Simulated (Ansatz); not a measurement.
Bond-angle distributions (per cent of the angles at each element, bins of 10°) of a relaxed model of amorphous Ti$_{20}$O$_{43}$Al$_{2}$ at 3.65 g/cm³. Level of theory: PBE, scalar-relativistic without spin-orbit coupling (plane waves to 420 eV, PAW; Ansatz, a program for electronic structure).

A CHGNet melt-quench gave the starting glass, which DFT then relaxed. O atoms were pushed apart under 1.9 Å during the dynamics, to hinder bonds among them. The hot cell started wider than the set density and was brought back towards it in steps. It is the lowest in DFT energy of 2 quenches. It is a model cell: composition and starting density were chosen by hand, and all elements were melted together. No dispersion term was used. Its density started from a set value of 3.56 and ended at 3.65 g/cm³. Cooling (nominally 240 K/ps over its main leg) ran many orders faster than in experiment, which tends to leave more defects and strain. A cell of this size samples the disorder only roughly. Volume and shape were free in the relaxation. On a 2×2×2 Γ-centred mesh force components of up to 0.13 eV/Å stay, since the relaxation ran on the zone centre alone.

Bonds are counted up to Ti-Ti 3.12 Å, Ti-O 2.64 Å, Ti-Al 2.89 Å, O-O 1.58 Å, O-Al 2.24 Å, Al-Al 2.66 Å. Two cations that share two anions don't count as bonded, nor two that share one unless they lie closer than Ti-Ti 3.04 Å, Ti-Al 2.81 Å, Al-Al 2.59 Å.

| angle (°) | at Ti | at O |
|---|---|---|
| 50-60 | 0 | 0 |
| 60-70 | 3 | 0 |
| 70-80 | 20 | 0 |
| 80-90 | 17 | 1 |
| 90-100 | 21 | 23 |
| 100-110 | 11 | 25 |
| 110-120 | 6 | 13 |
| 120-130 | 2 | 15 |
| 130-140 | 5 | 13 |
| 140-150 | 4 | 7 |
| 150-160 | 6 | 1 |
| 160-170 | 3 | 3 |
| 170-180 | 3 | 0 |

They go with these counts of neighbours within the cut-offs, cation contacts included: Ti mean 5.8, most often 6; O mean 3.0, most often 3.
